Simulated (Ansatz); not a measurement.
Partial pair distribution functions of a relaxed model of amorphous Ge12Sb12Se36, broadened by 0.06 Å; density 4.94 g/cm³. These are PBE-D3(BJ), scalar-relativistic without spin-orbit coupling, PAW (Ansatz default set, large-core Se) (plane waves to 420 eV; Ansatz, a quantum-chemistry and plane-wave program) values and carry that method's errors.

Preparation: random packing, a CHGNet melt and quench, and a DFT relaxation. The hot cell started wider than the set density and was brought back towards it in steps. It is the lowest in DFT energy of 3 quenches. It is a model cell: composition and starting density were chosen by hand, and all elements were melted together. The geometry includes D3(BJ) dispersion. Its density started from a set value of 4.84 and ended at 4.94 g/cm³. The simulated quench (nominally 99 K/ps over its main leg) is rapid and tends to freeze in more defects than a deposited or slowly cooled glass has. A cell of this size samples the disorder only roughly. Volume and shape were free in the relaxation.

```json
[
 {"r (Å)": "2.15", "g Ge-Se": "0.01", "g Sb-Se": "0.00", "g Ge-Ge": "0.00", "g Sb-Sb": "0.00"},
 {"r (Å)": "2.25", "g Ge-Se": "0.93", "g Sb-Se": "0.00", "g Ge-Ge": "0.00", "g Sb-Sb": "0.00"},
 {"r (Å)": "2.35", "g Ge-Se": "7.35", "g Sb-Se": "0.01", "g Ge-Ge": "0.00", "g Sb-Sb": "0.00"},
 {"r (Å)": "2.45", "g Ge-Se": "7.22", "g Sb-Se": "0.39", "g Ge-Ge": "0.00", "g Sb-Sb": "0.00"},
 {"r (Å)": "2.55", "g Ge-Se": "3.13", "g Sb-Se": "2.60", "g Ge-Ge": "0.00", "g Sb-Sb": "0.00"},
 {"r (Å)": "2.65", "g Ge-Se": "3.25", "g Sb-Se": "5.95", "g Ge-Ge": "0.00", "g Sb-Sb": "0.00"},
 {"r (Å)": "2.75", "g Ge-Se": "0.74", "g Sb-Se": "3.63", "g Ge-Ge": "0.00", "g Sb-Sb": "0.00"},
 {"r (Å)": "2.85", "g Ge-Se": "0.02", "g Sb-Se": "2.29", "g Ge-Ge": "0.00", "g Sb-Sb": "0.11"},
 {"r (Å)": "2.95", "g Ge-Se": "0.01", "g Sb-Se": "1.75", "g Ge-Ge": "0.02", "g Sb-Sb": "1.18"},
 {"r (Å)": "3.05", "g Ge-Se": "0.24", "g Sb-Se": "1.29", "g Ge-Ge": "0.60", "g Sb-Sb": "0.82"},
 {"r (Å)": "3.15", "g Ge-Se": "0.73", "g Sb-Se": "1.28", "g Ge-Ge": "1.25", "g Sb-Sb": "0.04"},
 {"r (Å)": "3.25", "g Ge-Se": "0.64", "g Sb-Se": "1.27", "g Ge-Ge": "1.41", "g Sb-Sb": "0.00"},
 {"r (Å)": "3.35", "g Ge-Se": "0.58", "g Sb-Se": "1.50", "g Ge-Ge": "2.40", "g Sb-Sb": "0.00"},
 {"r (Å)": "3.45", "g Ge-Se": "0.84", "g Sb-Se": "0.93", "g Ge-Ge": "2.80", "g Sb-Sb": "0.00"},
 {"r (Å)": "3.55", "g Ge-Se": "0.67", "g Sb-Se": "0.39", "g Ge-Ge": "2.12", "g Sb-Sb": "0.08"},
 {"r (Å)": "3.65", "g Ge-Se": "0.32", "g Sb-Se": "0.49", "g Ge-Ge": "2.47", "g Sb-Sb": "1.72"},
 {"r (Å)": "3.75", "g Ge-Se": "0.19", "g Sb-Se": "0.46", "g Ge-Ge": "2.54", "g Sb-Sb": "3.96"},
 {"r (Å)": "3.85", "g Ge-Se": "0.46", "g Sb-Se": "0.54", "g Ge-Ge": "2.56", "g Sb-Sb": "1.58"},
 {"r (Å)": "3.95", "g Ge-Se": "0.98", "g Sb-Se": "0.54", "g Ge-Ge": "1.40", "g Sb-Sb": "0.73"},
 {"r (Å)": "4.05", "g Ge-Se": "0.62", "g Sb-Se": "0.37", "g Ge-Ge": "0.52", "g Sb-Sb": "0.31"},
 {"r (Å)": "4.15", "g Ge-Se": "0.43", "g Sb-Se": "0.92", "g Ge-Ge": "0.62", "g Sb-Sb": "2.00"},
 {"r (Å)": "4.25", "g Ge-Se": "0.89", "g Sb-Se": "0.82", "g Ge-Ge": "0.06", "g Sb-Sb": "2.32"},
 {"r (Å)": "4.35", "g Ge-Se": "1.08", "g Sb-Se": "0.85", "g Ge-Ge": "0.08", "g Sb-Sb": "0.76"},
 {"r (Å)": "4.45", "g Ge-Se": "0.96", "g Sb-Se": "0.97", "g Ge-Ge": "0.63", "g Sb-Sb": "0.15"},
 {"r (Å)": "4.55", "g Ge-Se": "0.97", "g Sb-Se": "0.60", "g Ge-Ge": "0.96", "g Sb-Sb": "1.07"},
 {"r (Å)": "4.65", "g Ge-Se": "0.69", "g Sb-Se": "0.93", "g Ge-Ge": "1.01", "g Sb-Sb": "1.85"},
 {"r (Å)": "4.75", "g Ge-Se": "1.17", "g Sb-Se": "1.27", "g Ge-Ge": "0.27", "g Sb-Sb": "0.72"},
 {"r (Å)": "4.85", "g Ge-Se": "1.10", "g Sb-Se": "1.24", "g Ge-Ge": "0.54", "g Sb-Sb": "1.61"},
 {"r (Å)": "4.95", "g Ge-Se": "1.05", "g Sb-Se": "0.83", "g Ge-Ge": "0.10", "g Sb-Sb": "2.12"},
 {"r (Å)": "5.05", "g Ge-Se": "0.91", "g Sb-Se": "0.88", "g Ge-Ge": "0.20", "g Sb-Sb": "0.94"},
 {"r (Å)": "5.15", "g Ge-Se": "0.94", "g Sb-Se": "0.77", "g Ge-Ge": "1.56", "g Sb-Sb": "0.68"},
 {"r (Å)": "5.25", "g Ge-Se": "1.14", "g Sb-Se": "0.61", "g Ge-Ge": "1.35", "g Sb-Sb": "0.78"},
 {"r (Å)": "5.35", "g Ge-Se": "1.56", "g Sb-Se": "0.67", "g Ge-Ge": "1.29", "g Sb-Sb": "0.94"},
 {"r (Å)": "5.45", "g Ge-Se": "1.16", "g Sb-Se": "0.77", "g Ge-Ge": "1.67", "g Sb-Sb": "0.46"},
 {"r (Å)": "5.55", "g Ge-Se": "0.93", "g Sb-Se": "1.20", "g Ge-Ge": "0.93", "g Sb-Sb": "1.12"},
 {"r (Å)": "5.65", "g Ge-Se": "1.20", "g Sb-Se": "1.28", "g Ge-Ge": "0.98", "g Sb-Sb": "1.42"},
 {"r (Å)": "5.75", "g Ge-Se": "1.34", "g Sb-Se": "1.26", "g Ge-Ge": "0.67", "g Sb-Sb": "0.92"},
 {"r (Å)": "5.85", "g Ge-Se": "1.47", "g Sb-Se": "1.54", "g Ge-Ge": "0.61", "g Sb-Sb": "0.53"}
]
```

Within 2.86 Å each Ge has 3.58 Se neighbours on average.
